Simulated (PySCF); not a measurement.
PySCF 2.14.0, PBE/def2-svp, df: Mo(O)(NH)(Cl)2 ([NH]=[Mo](=[O])([Cl])[Cl]), 6 atoms. The geometry is a generated start, not checked to be a minimum at this level.

```
Quantity                                             Value
-------------------------  -------------------------------
task                                                energy
method                                                 pbe
basis                                             def2-svp
two-electron scheme                        density fitting
mol.max_memory                                     3000 MB
mf.max_cycle                                           100
mf.init_guess                              minao (default)
mf.DIIS                                    CDIIS (default)
mf.conv_tol                                1e-09 (default)
mf.grids.level                                 3 (default)
effective core potentials  those of the basis set, past Kr
basis functions                                        100
grid points                                          97992
```

```xyz
6

Mo     0.1541     0.2291     0.3014
O      1.7495     0.3386     0.6747
N     -0.2190    -0.8185    -1.0242
H     -0.1969    -1.4620    -1.8041
Cl    -0.5739     2.2050    -0.1855
Cl    -0.9138    -0.4921     2.0377
```

Charge 0 and multiplicity 1 are set for this test and not shown to be the ground state.

One run each on 2 threads, 1 BLAS thread. Values of diis_space tried: 3, 5, 8 (default), 12, 20.

Which value of diis_space needs the fewest Fock builds, and what happens away from it?

Fewest Fock builds, within one of each other: 8 (default) with 17, 12 with 16, 20 with 16. The count rises to 18 at 5. The run ends without SCF convergence in 100 cycles at 3.

```
diis_space   Fock builds             end
-----------  -----------  --------------
3                    101  no convergence
5                     18   same solution
8 (default)           17   same solution
12                    16   same solution
20                    16   same solution
```
